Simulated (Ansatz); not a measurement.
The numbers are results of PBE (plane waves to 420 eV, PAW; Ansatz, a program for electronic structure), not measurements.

Planar average of the electrostatic potential across the slab, in eV from the Fermi level, for a constructed model of the (0001) surface of hcp Ti, a pseudomorphic layer of Hf in the other hollow (bottom of the slab: a bare face, its two planes held):

(z (Å), V (eV)): (3.73, 4.42); (4.02, 4.42); (4.31, 4.42); (4.59, 4.41); (4.88, 4.39); (5.17, 4.36); (5.45, 4.29); (5.74, 4.17); (6.03, 3.95); (6.31, 3.54); (6.60, 2.80); (6.89, 1.49); (7.18, -0.82); (7.46, -5.31); (7.75, -10.12); (8.04, -12.66); (8.32, -12.40); (8.61, -9.37); (8.90, -4.39); (9.19, -0.71); (9.47, -0.63); (9.76, -4.14); (10.05, -9.12); (10.33, -12.21); (10.62, -12.47); (10.91, -9.88); (11.19, -5.05); (11.48, -1.01); (11.77, -0.42); (12.06, -3.20); (12.34, -8.21); (12.63, -11.78); (12.92, -12.60); (13.20, -10.63); (13.49, -6.19); (13.78, -1.73); (14.06, -0.62); (14.35, -3.01); (14.64, -7.93); (14.93, -11.65); (15.21, -12.66); (15.50, -10.87); (15.79, -6.51); (16.07, -1.86); (16.36, -0.40); (16.65, -2.29); (16.94, -7.11); (17.22, -11.22); (17.51, -12.67); (17.80, -11.32); (18.08, -7.28); (18.37, -2.36); (18.66, -0.26); (18.94, -1.48); (19.23, -6.02); (19.52, -10.57); (19.81, -12.62); (20.09, -11.80); (20.38, -8.23); (20.67, -3.29); (20.95, -0.70); (21.24, -1.77); (21.53, -6.37); (21.81, -12.47); (22.10, -15.89); (22.39, -16.40); (22.68, -14.22); (22.96, -8.83); (23.25, -3.06); (23.54, 0.36); (23.82, 2.28); (24.11, 3.35); (24.40, 3.95); (24.69, 4.27); (24.97, 4.44); (25.26, 4.53); (25.55, 4.57); (25.83, 4.60); (26.12, 4.61); (26.41, 4.62); (26.69, 4.62)

Slab: 7 atoms, 14.7 Å thick at the start; k 15x15x1, smearing 0.1 eV, dipole-corrected; 2 atoms held, the rest relaxed; held to the start's symmetry, so lower structures may exist; no spin, no spin-orbit, no U. In PBE it lies 0.05 eV a 1x1 cell over the lowest computed structure of the same composition (a pseudomorphic layer of Hf in the host's stacking).

The vacuum level lies 4.62 eV above the Fermi level over the top face and 4.43 eV above it under the bottom face.
